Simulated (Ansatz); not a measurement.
A self-consistent single point of VN (P-6m2, 2 atoms in the cell) with Ansatz (a program for electronic structure).

Level of theory: LDA (PW92), default PAW files made with PBE (plane waves; Ansatz).

```
VN
1.0
    2.73390     0.00000     0.00000
   -1.36695     2.36763     0.00000
    0.00000     0.00000     2.64135
V N
1 1
Direct
  0.66667   0.33333   0.00000
  0.33333   0.66667   0.50000
```

Reference input (self-consistent single point, DFT, PBEsol, plane waves, default PAW files made with PBE): basis.ecutwfc = 420 eV; kpoints.mp_grid.grid = 18 18 16; hamiltonian.xc = pbesol; hamiltonian.pseudopotentials = {kind: paw} (the program's default PAW files); scf.occupations.method = fermi_dirac; scf.occupations.width = 0.05 eV. This run's input differs from it in these lines:

Ansatz 0.2 input:
```diff
@@ -14,3 +14,3 @@
 hamiltonian:
-  xc: pbesol
+  xc: lda
   pseudopotentials: { kind: paw }
```

Output (repeated stretches shortened):

```
SCF iter   1: F=—  HF=-3237.181993 eV  |F-HF|=—  |Δ(HF+E_count)|=         —  Δρ=1.87e-2  dr2=5.43e-2  ethr=1.77e-3  ⟨swp⟩=4.0  Hψ=19890  notcnv=0
all-band conjugate gradients solve this SCF's bands
preconditioner: auto → none
SCF iter   2: F=—  HF=-3237.175279 eV  |F-HF|=—  |Δ(HF+E_count)|=   6.71e-3  Δρ=1.19e-2  dr2=2.62e-2  ethr=3.02e-4  ⟨swp⟩=2.0  Hψ=8294  notcnv=0
SCF iter   3: F=—  HF=-3237.170690 eV  |F-HF|=—  |Δ(HF+E_count)|=   4.59e-3  Δρ=2.02e-3  dr2=8.53e-4  ethr=1.46e-4  ⟨swp⟩=2.0  Hψ=5420  notcnv=0
SCF iter   4: F=—  HF=-3237.170547 eV  |F-HF|=—  |Δ(HF+E_count)|=   1.42e-4  Δρ=3.77e-4  dr2=1.41e-5  ethr=4.74e-6  ⟨swp⟩=2.1  Hψ=5310  notcnv=0
SCF iter   5: F=—  HF=-3237.170543 eV  |F-HF|=—  |Δ(HF+E_count)|=   3.90e-6  Δρ=4.96e-5  dr2=2.24e-7  ethr=7.83e-8  ⟨swp⟩=2.5  Hψ=6684  notcnv=0
SCF iter   6: F=-3237.170543 eV  HF=-3237.170543 eV  |F-HF|=4.82e-9  |Δ(HF+E_count)|=   1.29e-7  Δρ=8.41e-6  dr2=6.33e-9  ethr=5.56e-10  ⟨swp⟩=5.2  Hψ=18237  notcnv=0
SCF 1 converged in 6 iterations: F = -3237.170543 eV  dr2 = 6.33e-9
Free energy (F): -3237.170543 eV
Internal energy: -3237.167907 eV  (E = F + TS)
E sigma→0 (E₀):  -3237.169225 eV
Entropy (-TS):   -0.002636 eV (-1.318 meV/atom)
Fermi energy:    17.516612 eV
--- Forces (eV/Å), atoms counted from 1 ---
  atom   1  V     -0.00000000    -0.00000000     0.00000000
  atom   2  N      0.00000000    -0.00000000     0.00000000
--- Stress (GPa, compression-positive) ---
      -15.479731      -0.000000      -0.000000
       -0.000000     -15.479731      -0.000000
       -0.000000      -0.000000     -18.278415
  P = ⅓ Tr σ = -16.4126 GPa (-164.126 kbar)
  The stress holds the Pulay correction. Without it, at fixed plane waves, as pw.x and ABINIT print it: P = -17.1726 GPa
```

The run converged in 6 iterations. Against the reference run the pressure goes from -8.55 to -16.41 GPa.

The starting cell comes from a database of computed structures (which also holds hypothetical and non-ambient phases and stackings), without a prior relaxation at this level. Spin polarisation is off, so a magnetic state, if there is one, cannot be reached. With a pressure of about -16 GPa the cell is away from its equilibrium volume at this level. Ansatz's pressure includes its estimate of the finite-basis (Pulay) stress. Without the estimate this run gives -17.17 GPa.
